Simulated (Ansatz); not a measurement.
Response to strain in GaSb

Base system: GaSb in the zinc blende structure (space group F-43m, No. 216).

```
CELL_PARAMETERS angstrom
      0.00000     3.06622     3.06622
      3.06622     0.00000     3.06622
      3.06622     3.06622     0.00000
ATOMIC_POSITIONS crystal
  Sb 0.75000 0.75000 0.75000
  Ga 0.00000 0.00000 0.00000
```

Cartesian axes are those of the cell as printed.

Strains are applied to the cell and any free atomic positions relax; under biaxial strain the out-of-plane vector relaxes too; under stress the whole cell relaxes.

Calculations: r2SCAN (Ansatz, a first-principles code; PAW; 500 eV plane waves; no spin-orbit coupling).

Notes on the quantities. pressure: mean of the normal stresses, compression positive.

```csv
variant,space group,volume per atom,electron mass,pressure
base,F-43m (No. 216),28.83 Å³,0.023 mₑ (at Γ),0.01 GPa
"biaxial strain −0.38 %, plane normal [001], relaxed out of plane",I-4m2 (No. 119),28.70 Å³,"0.026 mₑ out of plane, 0.024 mₑ in plane (at Γ)",0.24 GPa
"biaxial strain −0.13 %, plane normal [001], relaxed out of plane",I-4m2 (No. 119),28.79 Å³,0.024 mₑ (at Γ),0.08 GPa
"biaxial strain −0.89 %, plane normal [111], relaxed out of plane",R3m (No. 160),28.43 Å³,0.028 mₑ (at Γ),0.77 GPa
isotropic strain −4.05 %,F-43m (No. 216),25.47 Å³,"1.0 mₑ along k, 0.18 mₑ across (off the special points)",8.85 GPa
isotropic strain −2.96 %,F-43m (No. 216),26.34 Å³,"1.7 mₑ along k, 0.093 mₑ across (at L)",5.95 GPa
uniaxial strain ε_xx = −0.76 %,I-4m2 (No. 119),28.61 Å³,"0.025 mₑ along x, 0.026 mₑ across (at Γ)",0.42 GPa
uniaxial strain ε_zz = −0.30 %,I-4m2 (No. 119),28.74 Å³,0.024 mₑ (at Γ),0.17 GPa
uniaxial strain ε_zz = +1.39 %,I-4m2 (No. 119),29.23 Å³,–,-0.71 GPa
"uniaxial stress, 3 GPa compression along z",I-4m2 (No. 119),28.29 Å³,–,–
```

Spin-orbit coupling, missing from the scalar runs, can matter with Sb. The levels and masses belong to the bands next to the band gap. Masses are band curvatures over ±0.01 Å⁻¹ around the edge. Along k means along the line from Γ to the band edge. Stability under load was not tested beyond the relaxation. k-point labels follow each cell's own Brillouin zone.
